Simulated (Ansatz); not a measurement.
# AlCr2C: response to strain and stress

Start from AlCr$_{2}$C (space group P6_3/mmc, No. 194; non-magnetic).

```
CELL_PARAMETERS angstrom
      2.81187     0.00000     0.00000
     -1.40594     2.43515     0.00000
      0.00000     0.00000    12.59958
ATOMIC_POSITIONS crystal
  Al 0.33333 0.66667 0.75000
  Al 0.66667 0.33333 0.25000
  Cr 0.33333 0.66667 0.08440
  Cr 0.66667 0.33333 0.58440
  Cr 0.66667 0.33333 0.91560
  Cr 0.33333 0.66667 0.41560
  C  0.00000 0.00000 0.00000
  C  0.00000 0.00000 0.50000
```

Cartesian axes are those of the cell as printed.

Strains are applied to the cell and any free atomic positions relax; under stress the whole cell relaxes.

Computed with PBEsol in Ansatz (plane waves to 420 eV, PAW, without spin-orbit coupling), earlier PAW set.

Candidates:
(a) uniaxial stress, 8 GPa tension along x
(b) uniaxial stress, 0.5 GPa tension along z
(c) strain tensor (xx, yy, zz, yz, xz, xy) = (−1.28, −0.71, −2.35, +0.81, −0.55, +0.68) %
(d) uniaxial strain ε_yy = −2.09 %

Notes on the quantities. energy relative to the base: free energy F.

**Question.** Order them by energy relative to the base, lowest first.

**Answer.** (b) uniaxial stress, 0.5 GPa tension along z (0.0 meV/atom), (d) uniaxial strain ε_yy = −2.09 % (+6.1 meV/atom), (a) uniaxial stress, 8 GPa tension along x (+6.9 meV/atom), (c) strain tensor (xx, yy, zz, yz, xz, xy) = (−1.28, −0.71, −2.35, +0.81, −0.55, +0.68) % (+18 meV/atom)

Without a gap, meshes like the base's 19×19×4 leave anisotropic stresses uncertain by several tenths of a GPa, and small strain energies with them. Stability under load was not tested beyond the relaxation. Starting moments died away, wholly or in part, for the base; another magnetic solution may exist. The final runs are not spin-polarised.

Ansatz is a program for electronic structure.
